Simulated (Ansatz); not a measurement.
# Short convergence ladders for RbAu₅ (P6mm, 6 atoms in the cell)

```yaml
crystal:
  lattice:
    - [5.84731, 0.00000, 0.00000]
    - [-2.92366, 5.06392, 0.00000]
    - [0.00000, 0.00000, 4.52333]
  atoms:
    - { symbol: Rb, position: [0.00000, 0.00000, 0.01105] }
    - { symbol: Au, position: [0.66667, 0.33333, 0.00000] }
    - { symbol: Au, position: [0.33333, 0.66667, 0.00000] }
    - { symbol: Au, position: [0.50000, 0.00000, 0.50000] }
    - { symbol: Au, position: [0.50000, 0.50000, 0.50000] }
    - { symbol: Au, position: [0.00000, 0.50000, 0.50000] }
```

Base method: PBEsol, default PAW files made with PBE (plane waves; Ansatz, an electronic-structure program).

Base settings: basis.ecutwfc = 420 eV; kpoints.mp_grid.grid = 7 7 7; hamiltonian.xc = pbesol; hamiltonian.pseudopotentials = {kind: paw} (the program's default PAW files); scf.occupations.method = fermi_dirac; scf.occupations.width = 0.1 eV.

The count of work is k-points × plane waves × bands × iterations; it is no time. Core times come from one kind of shared machine, to one figure; runs under 30 s give none.

**The k-point mesh at a smearing width of 0.05 eV**

In this ladder: scf.occupations.width = 0.05 eV.

The second cell is the first with its lattice scaled by 0.98.

Only quantities that move along the ladder and can be compared are tabulated.

```tsv
kpoints.mp_grid.grid	free energy less the last step's (meV/atom)	energy of the compressed cell less the first (meV/atom)	pressure (GPa)	count of work / last	core time / last (rough)
3 3 3	20.16	-9.41	-3.73	0.026	–
4 4 4	-0.78	-15.28	-4.41	0.052	–
4 4 5	10.60	-13.70	-4.21	0.044	–
5 5 6	-1.61	-13.80	-4.27	0.074	–
6 6 7	0.53	-13.42	-4.22	0.10	–
7 7 8	0.19	-14.23	-4.30	0.15	–
9 9 10	-0.68	-13.91	-4.28	0.40	0.3
13 13 14	-0.06	-13.99	-4.29	0.62	0.7
16 16 17	0.00	-13.91	-4.28	1.0	1
```

Coarsest kpoints.mp_grid.grid that holds the pressure within 0.2 GPa of the last step, with all finer ones: 4 4 4, at 0.052 of the last step's count of work; the step before is off by 0.55 GPa.

Coarsest kpoints.mp_grid.grid that holds the free energy within 2 meV/atom of the last step, with all finer ones: 5 5 6, at 0.074 of the last step's count of work; the step before is off by 11 meV/atom.

Coarsest kpoints.mp_grid.grid that holds the energy of the compressed cell less the first within 2 meV/atom of the last step, with all finer ones: 4 4 4, at 0.052 of the last step's count of work; the step before is off by 4.5 meV/atom.

The energy difference between the two cells stays within 1 meV/atom of the last step's from 4 4 5 on, the total only from 6 6 7 on: much of the error is common to both cells and cancels.

**The width of Gaussian smearing**

In this ladder: kpoints.mp_grid.grid = 12 12 12; scf.occupations.method = gaussian.

Narrow widths need finer meshes than wide ones, so the last steps can hold mesh noise.

Only quantities that move along the ladder and can be compared are tabulated; pressure and forces are left out, as mesh noise rules them at narrow widths.

| scf.occupations.width | free energy less the last step's (meV/atom) | energy extrapolated to zero width less the last step's (meV/atom) | core time / last (rough) |
|---|---|---|---|
| 1 eV | -61.58 | 4.09 | 1 |
| 0.5 eV | -14.42 | 0.70 | 1.0 |
| 0.3 eV | -4.84 | 0.28 | 0.9 |
| 0.2 eV | -2.00 | 0.13 | 0.9 |
| 0.1 eV | -0.36 | 0.06 | 0.9 |
| 0.05 eV | 0.00 | 0.00 | 1 |

Widest scf.occupations.width that holds the energy extrapolated to zero width within 1 meV/atom of the last step, with all finer ones: 0.5 eV; the step before is off by 4.1 meV/atom.

Widest scf.occupations.width that holds the free energy within 1 meV/atom of the last step, with all finer ones: 0.1 eV; the step before is off by 2.0 meV/atom.

The extrapolation to zero width removes most of the smearing's effect on the energy.

On the base run: the starting cell comes from a database of computed structures (which also holds hypothetical and non-ambient phases and stackings), without a prior relaxation at this level. Its lattice was rescaled by up to half a per cent. One atom was moved a little off its site on purpose. In the base run, with a pressure of about -4 GPa the cell is away from its equilibrium volume at this level. Ansatz's pressure includes its estimate of the finite-basis (Pulay) stress.

Left out of this page: 2 runs of the series outside the window shown, repeating another row's setting, or not comparable.

Keys are those of Ansatz 0.2.
